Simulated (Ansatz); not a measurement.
Consider the following.

```
CELL_PARAMETERS angstrom
      4.24755     0.00000     0.01402
     -2.12377     3.67848    -0.00701
      0.02291     0.00000     6.94096
ATOMIC_POSITIONS crystal
  Cd 0.33278 0.66666 0.00032
  Cd 0.66612 0.33334 0.50032
  Se 0.33389 0.66667 0.37568
  Se 0.66721 0.33333 0.87568
```

No spin polarisation.

Method: LDA, PAW, 420 eV (Ansatz, a program for electronic structure; no spin-orbit coupling). k-mesh 9×9×5 (Γ-centred); smearing 0.05 eV (Fermi–Dirac).

Task: Predict the space group.

Result: Cc (No. 9).

Task: What is the computed stress (xx, yy, zz, yz, xz, xy; compression positive)?

Result: (0.00, 0.00, 0.00, 0.00, -0.10, 0.00) GPa.

The cells carry an imposed strain or load. Stability against distortions was not tested. The cell was made from CdSe in the wurtzite structure (space group P6_3mc, No. 186) by this change: tensor shear ε_xz = +0.33 %.
